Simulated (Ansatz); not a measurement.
The starting structures come from a database of crystals and need not be the phases stable at ambient conditions.

Inside the gap of an insulator the Bloch states are evanescent, with a wavenumber k + iκ along the transport direction.

Given:

```xyz
20
Lattice="5.3247 0.0000 0.0000 0.0000 9.0983 0.0000 1.4001 4.5491 4.7814" Properties=species:S:1:pos:R:3 pbc="T T T"
Ca     3.9935     6.3935     0.0000
Ca     1.3312     2.7047     0.0000
Zn     3.9935     0.8734     0.0000
Zn     1.3312     8.2248     0.0000
Si     2.2356     9.9365     2.7371
Si     4.4892     3.7109     2.0442
Si     1.8268     5.3874     2.0442
Si     4.8980     8.2601     2.7371
O      3.6545     9.2574     3.3361
O      3.0703     4.3900     1.4453
O      5.7327     4.7083     1.4453
O      0.9921     8.9392     3.3361
O      1.9521    11.3452     3.4546
O      4.7727     2.3022     1.3267
O      2.1103     6.7961     1.3267
O      4.6145     6.8514     3.4546
O      4.8845     8.2841     1.1129
O      1.8403     5.3633     3.6685
O      4.5026     3.7349     3.6685
O      2.2222     9.9125     1.1129
```

Space group of this cell: C2/c. The cell is taken as given; by r2SCAN its mean pressure is -6.2 GPa.

Transport runs along the normal of the first two printed cell vectors.

The gap is the functional's own. No spin-orbit coupling. Mid-gap values are interpolated on the energy grid.

### Question
Predict the band gap and the smallest decay constant κ at mid-gap from r2SCAN (Ansatz, an electronic-structure program).

### Answer
Gap 4.74 eV on a 6×6×6 mesh; κ = 0.384 1/Å, at the zone centre.
